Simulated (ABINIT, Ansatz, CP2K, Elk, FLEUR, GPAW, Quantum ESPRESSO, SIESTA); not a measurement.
**One structure in several programs: Sc (P6_3/mmc, 4 atoms in the cell)**

Self-consistent single point, at a second geometry (lattice scaled by 0.98). First geometry:

```
CELL_PARAMETERS angstrom
      3.22198     0.00000     0.00000
     -1.61099     2.79031     0.00000
      0.00000     0.00000    10.36672
ATOMIC_POSITIONS crystal
  Sc 0.00000 0.00000 0.00000
  Sc 0.00000 0.00000 0.50000
  Sc 0.33333 0.66667 0.25000
  Sc 0.66667 0.33333 0.75000
```

Shared settings, as Ansatz (a first-principles code) writes them: kpoints.mp_grid.grid = 8 8 3; scf.occupations.method = fermi_dirac; scf.occupations.width = 0.0073 Ry. Potentials and cutoffs stand in the table.

```
code                                                                                                                                model  ΔF from the first geometry (meV/atom)  pressure (GPa)           cutoff
----------------  -----------------------------------------------------------------------------------------------------------------------  -------------------------------------  --------------  ---------------
GPAW                                                                                         PBE, GPAW PAW datasets PBE (gpaw-data 1.0.1)                                   45.4            7.44           850 eV
Ansatz                                                                                                                     PBE, PAW files                                   45.9            7.50          30.9 Ry
CP2K                                                              PBE, GPW, DZVP-MOLOPT-SR-GTH basis, GTH-PBE potentials (GTH_POTENTIALS)                                   48.2            7.79      grid 600 Ry
FLEUR                                                                        PBE, all-electron FLAPW (FLEUR), scalar-relativistic valence                                   48.4               –  Kmax 3.8 1/bohr
Elk                                        PBE, all-electron FP-LAPW, Elk's shipped species files, APW+lo basis with extra local orbitals                                   50.6               –       rgkmax 7.5
ABINIT                                                           PBE, norm-conserving pseudopotentials (PseudoDojo nc-sr-05 PBE standard)                                   46.1            7.48            39 Ha
Quantum ESPRESSO                                                                        PBE, SSSP 1.1.2 efficiency (PBE) pseudopotentials                                   46.6            7.58            60 Ry
SIESTA            GGA PBE, numerical atomic orbitals DZP, PseudoDojo PBE standard norm-conserving potentials (rewritten from UPF to PSML)                                   32.3            5.93      grid 300 Ry
```

A dash marks a value that a program does not give, or that is left out as unsure.

The spread over the programs that give each value: ΔF from the first geometry within 18.3 meV/atom; pressure within 1.86 GPa.

CP2K and SIESTA use small atom-centred bases, whose incompleteness enters pressures, forces and empty levels differently from a plane-wave cutoff. FLEUR and Elk treat all electrons, but the usual bases taken here (sphere radii, linearisation, local orbitals, empty states) were not tested for convergence, so the values are no reference for the others. Ansatz's pressure is given at a fixed set of plane waves, as the other plane-wave codes print theirs. In the pressure, SIESTA (by 1.56) lies more than 1 GPa from the median of the plane-wave programs.

The starting cell was generated: these elements placed on a structure prototype, without a prior relaxation; it need not be a known phase or ordering of this composition. Its lattice was rescaled by a random factor within 2.5 % of one. For this run, on top of that: lattice scaled by 0.98.

Keys are those of Ansatz 0.2.
